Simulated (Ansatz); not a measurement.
For Ag (fcc (Cu type), Fm-3m) at 400 K, quasi-harmonic approximation with PBEsol in Ansatz (a program for electronic structure) gives a volume expansion coefficient α_V = 21.81 × 10⁻⁶ K⁻¹, an isothermal bulk modulus B_T = 260.6 GPa, a molar volume V_m = 8.627 cm³/mol and C_V = 24.40 J/(mol K). The pressure is 30 GPa. The structure is held there; whether it is the stable one at that pressure was not tested.

Q: Work out the Grüneisen parameter, C_P and the adiabatic bulk modulus.

A: γ = α_V B_T V_m / C_V = 2.01. C_P − C_V = α_V² B_T V_m T = 0.43 J/(mol K), so C_P = 24.83 J/(mol K). B_S = B_T C_P/C_V = B_T (1 + α_V γ T) = 265.1 GPa.

The PAW data sets were generated under PBE and serve the other functionals too.
